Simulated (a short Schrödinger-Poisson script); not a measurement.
Stack: MOS inversion layer, Al2O3 on p-type Si(100), at 150 K.

From the gate side: 5.9 nm Al2O3; 1300 nm Si, acceptors 1.1e17 cm⁻³.

The device is made up for the run: typed textbook-type constants, with dimensions and the other settings drawn at random. Al2O3: permittivity 9, conduction-band edge (eV) 2.7, gap (eV) 6.8, electron mass (mₑ) 0.3. Si: permittivity 11.7, conduction-band edge (eV) 0, gap (eV) 1.124, Nv at 300 K (cm⁻³) 3.1e19.

Channel valleys (confinement mass, in-plane density-of-states mass, number): Δ2 0.916, 0.19, 2; Δ4 0.19, 0.417, 4. At the gate the conduction-band edge of layer 1 lies 2.71 eV − eVg above the Fermi level of the channel; the field vanishes at the back. Gaps are held at their typed values at every temperature. Mesh 0.03 nm at interfaces.

Solved with a short Schrödinger-Poisson script written for these runs: 1D Poisson equation in equilibrium, electrons quantum, Hartree (BenDaniel-Duke, 12 states a valley, the channel's in-plane mass for all, wave functions ending at the dielectric), parabolic valleys, classical holes, full ionisation, no traps, pinning or gate leakage.

```csv
Vg (V),electrons (cm⁻²),C (μF/cm²),Δ2 E0 (meV from the Fermi level),Δ4 E0 (meV from the Fermi level)
0.2,1.54e11,0.711,35.9,76.0
0.3,7.00e11,0.989,14.5,57.9
0.4,1.34e12,1.06,4.0,50.7
0.5,2.01e12,1.09,-3.4,46.4
0.6,2.69e12,1.11,-9.5,43.3
0.7,3.39e12,1.12,-14.9,40.8
0.8,4.09e12,1.13,-19.9,38.6
0.9,4.80e12,1.14,-24.5,36.7
1,5.51e12,1.15,-28.9,35.0
1.1,6.23e12,1.15,-33.2,33.3
1.2,6.95e12,1.16,-37.4,31.8
1.3,7.67e12,1.16,-41.5,30.3
1.4,8.40e12,1.16,-45.5,28.9
1.5,9.12e12,1.17,-49.4,27.6
1.6,9.85e12,1.17,-53.3,26.3
```

Gate voltages with under 1e9 electrons/cm² are left out.

At Vg = 1.6 V the lowest Δ2 subband lies at -53.3 meV from the Fermi level. How many electrons does it hold, and what share of all?

The two-dimensional density of states is g m/(πħ²) = 1.59e11 cm⁻² meV⁻¹ (both spins), kT = 12.9 meV, so n = D kT ln(1 + exp(−E/kT)) = 8.50e12 cm⁻², 0.86 of the 9.85e12 cm⁻² in all.

Compare the slope of the sheet density between 1.4 and 1.6 V with the geometric capacitance of the layers between gate and channel.

q Δn/ΔV = 1.16 μF/cm²; ε0/Σ(t/ε) = 1.35 μF/cm². The ratio is 0.86: the channel acts as a further capacitance in series.
